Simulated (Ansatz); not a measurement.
ZrTa (model structure, Fm-3m, No. 225, 2 atoms in the cell), treated with r²SCAN in Ansatz (plane waves, PAW).

Run with plane-wave cutoff 560 eV, 18×18×18 k mesh, Fermi–Dirac smearing 0.05 eV, scalar-relativistic PAW data made under PBE.

Cell (relaxed at this level):

```cif
data_TaZr
_chemical_formula_sum 'Ta1 Zr1'
_space_group_name_H-M_alt 'P 1'
_space_group_IT_number 1
_cell_length_a 3.99095
_cell_length_b 3.99095
_cell_length_c 3.99095
_cell_angle_alpha 60.000
_cell_angle_beta 60.000
_cell_angle_gamma 60.000
loop_
_space_group_symop_operation_xyz
  'x, y, z'
loop_
_atom_site_label
_atom_site_type_symbol
_atom_site_fract_x
_atom_site_fract_y
_atom_site_fract_z
_atom_site_occupancy
Ta1 Ta 0.00000 0.00000 0.00000 1
Zr1 Zr 0.50000 0.50000 0.50000 1
```

Q: Give the computed bulk modulus.

A: 
- bulk modulus = 96.4 GPa

The run finds no gap.

Note: the bulk modulus is −V dP/dV from two relaxed cells at ±2 % in volume; the relaxation could raise the start's symmetry but not lower it, so the cell can be a saddle point.

Spin–orbit coupling is not included.

Computed values are for the static lattice.

A model structure was made by putting elements into a prototype or built by hand; it is no filed structure, need not be a known phase, and can be a saddle point held by its symmetry.

Ansatz is a quantum-chemistry and plane-wave program.
